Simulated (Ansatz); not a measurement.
System: Ge-vacancy pair (Ge on one host Al site, one Al site vacant) in wurtzite AlN (charge state -2). Computed with PBE, PAW (plane waves to 420 eV; Ansatz, an electronic-structure program).

Settings: 72 host sites, the relaxed PBE lattice, the Γ point alone, smearing 0.01 eV, spin-restricted, no image-charge correction. Energies are static. The charge state is imposed; whether it is stable for some Fermi level was not computed. Forms of the defect that were not tried may lie lower.

Barriers: single points on a 2×2×2 k-point mesh shifted by half a step along c at the bands' geometries (they differ from the bands' own by up to 0.19 eV, and are uncertain by about as much).

Relaxed starting cell (atoms counted from 1):

```
CELL_PARAMETERS angstrom
      9.39076     0.00000     0.00000
     -4.69538     8.13264     0.00000
      0.00000     0.00000    10.03632
ATOMIC_POSITIONS crystal
  Ge 0.22617 0.11316 0.25342
  Al 0.22194 0.11104 0.74943
  Al 0.22384 0.44708 0.25008
  Al 0.22291 0.44421 0.74732
  Al 0.22384 0.77690 0.25008
  Al 0.22291 0.77885 0.74732
  Al 0.55528 0.11091 0.25204
  Al 0.55563 0.11096 0.74863
  Al 0.55528 0.44452 0.25204
  Al 0.55563 0.44481 0.74863
  Al 0.55403 0.77709 0.25278
  Al 0.55456 0.77735 0.74716
  Al 0.88610 0.11066 0.25329
  Al 0.88856 0.11143 0.74702
  Al 0.88826 0.44420 0.25013
  Al 0.88761 0.44388 0.74718
  Al 0.88610 0.77559 0.25329
  Al 0.88856 0.77727 0.74702
  Al 0.11244 0.22189 0.49775
  Al 0.10950 0.22149 0.99743
  Al 0.11060 0.55537 0.49874
  Al 0.11057 0.55536 0.99766
  Al 0.11244 0.89070 0.49775
  Al 0.10950 0.88815 0.99743
  Al 0.44385 0.22200 0.97121
  Al 0.44730 0.55271 0.49696
  Al 0.44508 0.55700 0.99956
  Al 0.44730 0.89474 0.49696
  Al 0.44508 0.88822 0.99956
  Al 0.77136 0.21980 0.49678
  Al 0.77834 0.22189 0.99918
  Al 0.77136 0.55170 0.49678
  Al 0.77834 0.55659 0.99918
  Al 0.77671 0.88843 0.49756
  Al 0.77728 0.88871 0.99892
  N  0.19994 0.10004 0.43239
  N  0.21159 0.10587 0.94228
  N  0.22151 0.44482 0.44000
  N  0.22165 0.44411 0.93925
  N  0.22151 0.77684 0.44000
  N  0.22165 0.77769 0.93925
  N  0.56596 0.10011 0.43190
  N  0.56029 0.10631 0.94277
  N  0.56597 0.46600 0.43189
  N  0.56029 0.45412 0.94277
  N  0.55297 0.77656 0.44257
  N  0.55581 0.77798 0.93920
  N  0.89007 0.11304 0.44245
  N  0.88864 0.11071 0.93938
  N  0.88983 0.44499 0.44042
  N  0.88894 0.44454 0.93877
  N  0.89007 0.77718 0.44245
  N  0.88864 0.77807 0.93937
  N  0.11124 0.22284 0.18909
  N  0.11101 0.22217 0.68939
  N  0.11066 0.55540 0.18901
  N  0.11115 0.55565 0.69031
  N  0.11124 0.88854 0.18909
  N  0.11101 0.88898 0.68939
  N  0.44173 0.22094 0.18121
  N  0.44407 0.22211 0.74110
  N  0.44244 0.55647 0.18854
  N  0.44377 0.55564 0.69004
  N  0.44244 0.88611 0.18854
  N  0.44377 0.88827 0.69004
  N  0.78066 0.22437 0.18835
  N  0.77834 0.22258 0.68988
  N  0.78066 0.55643 0.18835
  N  0.77834 0.55590 0.68988
  N  0.77763 0.88888 0.19129
  N  0.77752 0.88883 0.69012
```
Cell charge -2.

End state 1 differs by these moves (Å; atoms that move under 0.08 Å are left out):

```json
[
 {"atom": "23", "element": "Al", "Δx": "-0.05", "Δy": "-0.08", "Δz": "0.00"},
 {"atom": "25", "element": "Al", "Δx": "-0.01", "Δy": "-0.01", "Δz": "0.25"},
 {"atom": "30", "element": "Al", "Δx": "0.04", "Δy": "0.07", "Δz": "0.00"},
 {"atom": "32", "element": "Al", "Δx": "-1.49", "Δy": "-2.62", "Δz": "0.01"},
 {"atom": "33", "element": "Al", "Δx": "0.00", "Δy": "-0.01", "Δz": "-0.18"},
 {"atom": "36", "element": "N", "Δx": "0.17", "Δy": "0.08", "Δz": "0.10"},
 {"atom": "37", "element": "N", "Δx": "0.07", "Δy": "0.04", "Δz": "-0.04"},
 {"atom": "42", "element": "N", "Δx": "-0.15", "Δy": "0.08", "Δz": "0.08"},
 {"atom": "43", "element": "N", "Δx": "-0.07", "Δy": "0.04", "Δz": "-0.04"},
 {"atom": "44", "element": "N", "Δx": "-0.17", "Δy": "-0.27", "Δz": "-0.01"},
 {"atom": "45", "element": "N", "Δx": "-0.06", "Δy": "-0.12", "Δz": "0.00"},
 {"atom": "50", "element": "N", "Δx": "0.15", "Δy": "-0.10", "Δz": "-0.09"},
 {"atom": "52", "element": "N", "Δx": "-0.02", "Δy": "0.20", "Δz": "-0.12"},
 {"atom": "61", "element": "N", "Δx": "0.00", "Δy": "-0.01", "Δz": "-0.51"},
 {"atom": "68", "element": "N", "Δx": "-0.02", "Δy": "-0.01", "Δz": "-0.08"},
 {"atom": "69", "element": "N", "Δx": "-0.01", "Δy": "0.00", "Δz": "0.45"}
]
```

Q: What forward and backward barriers to end state 1 does PBE, PAW give?

A: forward 2.24 eV, backward 1.78 eV; at the saddle point atom 32 has neighbours N at 1.77, N at 2.15, N at 2.20, N at 2.25, N at 2.30 Å. The saddle point's order was not checked.

End state 2 differs by these moves (Å; atoms that move under 0.08 Å are left out):

```tsv
atom	element	Δx	Δy	Δz
23	Al	1.55	2.68	0.00
24	Al	0.01	0.01	-0.26
25	Al	0.00	0.01	0.26
28	Al	-0.04	-0.07	0.00
32	Al	0.05	0.08	0.00
36	N	0.16	0.27	0.00
37	N	0.07	0.13	0.00
40	N	0.15	-0.08	-0.08
41	N	0.07	-0.04	0.04
42	N	-0.14	0.09	0.08
43	N	-0.07	0.04	-0.04
44	N	0.01	-0.19	0.11
45	N	0.00	-0.08	-0.03
52	N	-0.17	-0.08	-0.11
53	N	-0.07	-0.04	0.03
58	N	0.00	0.02	-0.08
59	N	0.00	0.00	0.52
60	N	0.02	0.01	0.08
61	N	0.00	0.00	-0.52
```

Q: Predict the forward and backward barriers to end state 2 from PBE, PAW.

A: forward 2.28 eV, backward 2.28 eV; at the saddle point atom 23 has neighbours N at 1.80, 2 N at 2.17, 2 N at 2.23 Å. The saddle point's order was not checked, and it lies on a symmetry element of the cell, where a band can be held.

End state 3 differs by these moves (Å; atoms that move under 0.08 Å are left out):

```
atom  element     Δx     Δy     Δz
----  -------  -----  -----  -----
25         Al   0.01   0.00   0.25
26         Al   1.55  -2.63   0.01
27         Al   0.00  -0.01  -0.19
28         Al   0.04  -0.08   0.00
36          N   0.16   0.08   0.07
37          N   0.07   0.04  -0.03
38          N  -0.15  -0.10  -0.09
42          N  -0.17   0.08   0.11
43          N  -0.06   0.04  -0.04
44          N   0.16  -0.27  -0.01
45          N   0.06  -0.12   0.00
46          N   0.02   0.20  -0.12
61          N   0.00  -0.01  -0.51
62          N   0.02  -0.01  -0.08
63          N   0.01   0.00   0.45
```

Q: Predict the forward and backward barriers to end state 3 from PBE, PAW.

A: forward 2.62 eV, backward 2.11 eV; at the saddle point atom 26 has neighbours N at 1.76, N at 2.09, N at 2.14 Å. The saddle point's order was not checked.
